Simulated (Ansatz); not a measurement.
Structures of equal composition on the (0001) surface of 4H silicon carbide (Si plane on top): (√3x√3)R30° Ga adatom at H3; (√3x√3)R30° Ga adatom at T4. The slabs share one bottom face, and each structure is named by its start. These are constructed structures in small cells; real faces may alloy, dewet or reconstruct in larger ones, and not all known structures of the face are among them. Slabs of about 10 Å with all that they carry, Fermi-Dirac smearing of 0.025 eV. Bottom of the slabs: H caps. Relaxed from the named starts with such symmetry as they have, on meshes of like density; energies extrapolated to zero smearing; no spin-orbit coupling, no U. Spin-polarised runs, if any, are marked in brackets, and their order is one that fits the cell; the others ran without spin. Where a second, spin-polarised start was run, the lower counts.

Host crystal: 4H silicon carbide, with a band gap (PBE, scalar-relativistic without spin-orbit coupling).

Level of theory: HSE06, at the PBE geometry (plane waves to 420 eV, PAW; Ansatz, a program for electronic structure).

Question: Put the candidates in order of energy per 1x1 cell, lowest first, for HSE06, at the PBE geometry.

Answer: (√3x√3)R30° Ga adatom at T4 (0.000 eV), (√3x√3)R30° Ga adatom at H3 (0.205 eV)
